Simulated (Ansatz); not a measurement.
The starting structures come from a database of crystals and need not be the phases stable at ambient conditions.

Inside the gap of an insulator the Bloch states are evanescent, with a wavenumber k + iκ along the transport direction.

Data:

```xyz
17
Lattice="3.8714 0.0000 0.0000 1.9357 14.5684 0.0000 0.0000 0.5144 3.8370" Properties=species:S:1:pos:R:3 pbc="T T T"
Na     3.8714     8.7634     2.7312
Na     1.9357     6.3194     1.1058
La     3.8714    12.6703     2.2074
La     1.9357     2.4125     1.6296
Ti     3.8714     4.7448     3.2699
Ti     1.9357    10.3380     0.5671
Ti     0.0000     0.0000     0.0000
O      1.9357     4.3269     3.3259
O      3.8714    10.7559     0.5111
O      3.8714     4.0697     1.4074
O      1.9357    11.0131     2.4296
O      3.8714     6.4850     3.0366
O      1.9357     8.5978     0.8004
O      1.9357     0.0000     0.0000
O      0.0000     0.2572     1.9185
O      1.9357    12.6421     0.2582
O      3.8714     2.4407     3.5788
```

Space group of this cell: I4/mmm. The cell is taken as given; by PBEsol its mean pressure is -5.8 GPa.

Transport runs along the normal of the first two printed cell vectors, the (101) plane of the conventional cell.

No gap correction and no spin-orbit coupling; mid-gap values are interpolated between computed energies.

Q: Predict the band gap and the smallest decay constant κ at mid-gap from PBEsol in Ansatz (a first-principles code).

A: Gap 2.09 eV on a 8×8×8 mesh; κ = 0.266 1/Å, at (0.000, 0.500) of the in-plane reciprocal vectors. At the zone centre, at the nearest computed energy, the slowest state has κ = 0.27 1/Å.
